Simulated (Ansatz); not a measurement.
Take SiC in the wurtzite structure (space group P6_3mc, No. 186; a = 3.0760 Å, c = 5.0478 Å) as the base. Axes: x lies along a and z along c of the hexagonal cell.

Computed with PBEsol (Ansatz, a first-principles code, PAW, without spin-orbit coupling).

Now apply this change: the cell is compressed by 0.60 % along x with no lateral relaxation, atoms relaxed at fixed cell.

Q: Predict the stress tensor and what it implies for the stiffness.

A: Stress of the strained cell less that of the base (GPa, compression positive):
```
   3.07    0.00    0.00
   0.00    0.67    0.00
   0.00    0.00    0.35
```

Then −Δσ_ii/ε with ε = -0.0060 gives relaxed-ion elastic constants: C11 ≈ 511 GPa, C12 ≈ 112 GPa and C13 ≈ 58 GPa.

Stability against distortions was not tested.
